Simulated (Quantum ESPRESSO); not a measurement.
**How far to go with shifted k-point meshes: NaMgF3 (P4mm, 5 atoms in the cell)**

```
CELL_PARAMETERS angstrom
      3.96269     0.00000     0.00000
      0.00000     3.96269     0.00000
      0.00000     0.00000     3.96269
ATOMIC_POSITIONS crystal
  Na 0.00000 0.00000 0.01262
  Mg 0.50000 0.50000 0.50000
  F  0.50000 0.50000 0.00000
  F  0.00000 0.50000 0.50000
  F  0.50000 0.00000 0.50000
```

Method of the run: PBEsol, SSSP 1.1.2 efficiency (PBE) pseudopotentials (plane waves; Quantum ESPRESSO).

Base settings: ecutwfc = 40 Ry; ecutrho = 320 Ry; occupations = smearing; smearing = fermi-dirac; degauss = 0.000734986 Ry; input_dft = pbesol; potentials = {Na: na_pbe_v1.5.uspp.F.UPF, Mg: Mg.pbe-n-kjpaw_psl.0.3.0.UPF, F: f_pbe_v1.4.uspp.F.UPF}; K_POINTS = automatic 3 3 3 0 0 0; conv_thr = 1e-11 Ry; mixing_beta = 0.7.

Only quantities that move along the ladder and can be compared are tabulated.

The count of work is k-points × plane waves × bands × iterations; it is no time. 

The starting cell comes from a database of computed structures (which also holds hypothetical and non-ambient phases and stackings), without a prior relaxation at this level. Its lattice was rescaled by up to half a per cent. One atom was moved a little off its site on purpose.

Steps (K_POINTS): automatic 2 2 2 1 1 1; automatic 3 3 3 1 1 1; automatic 4 4 4 1 1 1; automatic 5 5 5 1 1 1; automatic 6 6 6 1 1 1; automatic 7 7 7 1 1 1; automatic 8 8 8 1 1 1; automatic 9 9 9 1 1 1; automatic 10 10 10 1 1 1; automatic 11 11 11 1 1 1; automatic 12 12 12 1 1 1; automatic 13 13 13 1 1 1; automatic 15 15 15 1 1 1; automatic 16 16 16 1 1 1; automatic 18 18 18 1 1 1.

**Question.** What is the coarsest K_POINTS that holds the free energy within 0.5 meV/atom of the last step, with all finer ones?

**Answer.** automatic 3 3 3 1 1 1, at 0.017 of the last step's count of work; the step before is off by 1.6 meV/atom.

| K_POINTS | free energy less the last step's (meV/atom) | count of work / last |
|---|---|---|
| automatic 2 2 2 1 1 1 | -1.58 | 0.0022 |
| automatic 3 3 3 1 1 1 | -0.08 | 0.017 |
| automatic 4 4 4 1 1 1 | -0.03 | 0.015 |
| automatic 5 5 5 1 1 1 | 0.00 | 0.045 |
| automatic 6 6 6 1 1 1 | -0.01 | 0.044 |
| automatic 7 7 7 1 1 1 | -0.01 | 0.10 |
| automatic 8 8 8 1 1 1 | -0.01 | 0.099 |
| automatic 9 9 9 1 1 1 | 0.01 | 0.19 |
| automatic 10 10 10 1 1 1 | 0.00 | 0.18 |
| automatic 11 11 11 1 1 1 | -0.01 | 0.32 |
| automatic 12 12 12 1 1 1 | 0.00 | 0.31 |
| automatic 13 13 13 1 1 1 | 0.00 | 0.50 |
| automatic 15 15 15 1 1 1 | 0.00 | 0.73 |
| automatic 16 16 16 1 1 1 | 0.00 | 0.71 |
| automatic 18 18 18 1 1 1 | 0.00 | 1.0 |
